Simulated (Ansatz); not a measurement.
System: cubic perovskite CsPbF3. Method: PBEsol-D3(BJ) (PAW; Ansatz, a program for electronic structure).

Run with plane-wave cutoff 520 eV, 8×8×8 k mesh, Fermi–Dirac smearing 0.01 eV, scalar-relativistic PAW data made under PBE.

The volume scan:

```csv
V (Å³/atom),E − E_lowest (meV/atom)
20.494,13.07
20.930,5.57
21.366,1.33
21.802,0.00
22.238,1.25
22.674,4.79
23.110,10.38
```

Q: Estimate the bulk modulus and its pressure derivative from these points.

A: V0 = 21.800 Å³/atom, B0 = 47.4 GPa, B′ = 4.9 (fit to the energies at full precision).

Spin–orbit coupling is not included; it can shift volumes and moduli of such heavy elements.

Computed values are for the static lattice.
